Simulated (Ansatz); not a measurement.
The cell is built on a prototype and need not be the phase stable at ambient conditions.

By PBEsol, the system below comes out a metal.

The ballistic (Sharvin) conductance counts the channels at the Fermi level: G/A = (e²/h) × channels of both spins per area.

```xyz
4
Lattice="3.9238 0.0000 0.0000 0.0000 3.9238 0.0000 0.0000 0.0000 3.9238" Properties=species:S:1:pos:R:3 pbc="T T T"
Mo     0.0000     1.9619     1.9619
Mo     1.9619     1.9619     0.0000
Mo     1.9619     0.0000     1.9619
Os     0.0000     0.0000     0.0000
```

Space group of this cell: Pm-3m, Cu3Au type. The cell was relaxed by PBE-D3(BJ); by PBEsol its mean pressure is -0.9 GPa.

The current flows along the normal of the first two printed cell vectors. No spin-orbit coupling; the value is a mean over 0.1 eV about the Fermi level.

Problem. Predict the ballistic conductance per area from PBEsol run with Ansatz (a program for electronic structure).

Solution. 1.7 × 10¹⁵ S/m² for both spins.
